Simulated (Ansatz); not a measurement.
Start from ZrO2 in the fluorite structure (space group Fm-3m, No. 225; a = 5.064 Å).

Perturbation: every Zr is replaced by Hf, then cell and atoms are relaxed.

Levels (all Ansatz, a program for electronic structure, PAW): PBEsol (420 eV, spin-orbit coupling left out); PBEsol+SOC (420 eV, spin-orbit coupling included).

The geometry is relaxed with PBEsol.

| Property | Result |
|---|---|
| PBEsol electron mass | 1.1 mₑ along k, 0.70 mₑ across (at X) |
| PBEsol width of the top valence band | 1.88 eV |
| PBEsol band gap | 3.69 eV |

### Question
How does going to PBEsol+SOC change the electron mass, width of the top valence band and band gap?

### Answer
The electron mass goes from 1.1 mₑ along k, 0.70 mₑ across (at X) to 1.1 mₑ along k, 0.71 mₑ across (at X); the width of the top valence band decreases by 0.13 eV, from 1.88 eV to 1.75 eV; the band gap stays 3.69 eV.

Single points use the geometry relaxed with PBEsol. Differences between runs with and without spin-orbit coupling are approximate. Spin-orbit coupling, missing from the scalar runs, can matter with Hf. Effective masses come from finite differences of ±0.01 Å⁻¹. Along k means along the line from Γ to the band edge. Stability against distortions was not tested. This is not the structure that HfO2 has at room temperature and ambient pressure. This is not the structure that ZrO2 has at room temperature and ambient pressure.
